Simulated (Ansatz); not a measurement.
End structure of a constructed model of the (111) surface of fcc Au, (√3x√3)R30° layer of Bi, one a cell, on the site that continues the host's stacking (bottom of the slab: a bare face, its two planes held):

```
CELL_PARAMETERS angstrom
      4.40939     2.54576     0.00000
     -4.40939     2.54576     0.00000
      0.00000     0.00000    30.50000
ATOMIC_POSITIONS crystal
  Au 0.00000 0.66667 0.26351
  Au 0.33333 0.33333 0.26351
  Au 0.66667 0.00000 0.26351
  Au 0.00000 0.33333 0.34220
  Au 0.33333 0.00000 0.34220
  Au 0.66667 0.66667 0.34220
  Au 0.00000 0.00002 0.42044
  Au 0.33336 0.66667 0.42044
  Au 0.66664 0.33331 0.42044
  Au 0.00000 0.66667 0.49916
  Au 0.33333 0.33333 0.49891
  Au 0.66667 0.00000 0.49891
  Au 0.00000 0.33382 0.57781
  Au 0.33285 0.99951 0.57781
  Au 0.66715 0.66667 0.57781
  Au 0.00000 0.02618 0.65793
  Au 0.35951 0.66667 0.65793
  Au 0.64049 0.30716 0.65793
  Bi 0.00000 0.66667 0.72599
```

Model: 19-atom slab, 14.4 Å thick at the start, 9x9x1 mesh, Fermi-Dirac 0.1 eV, dipole correction, 6 atoms held, the rest relaxed; start symmetry kept, larger cells not searched; no spin, no spin-orbit, no U. It is one candidate, not shown to be the stable structure of the face.

Problem. Predict the work function of the top face from PBE in Ansatz (an electronic-structure program).

Solution. 3.87 eV
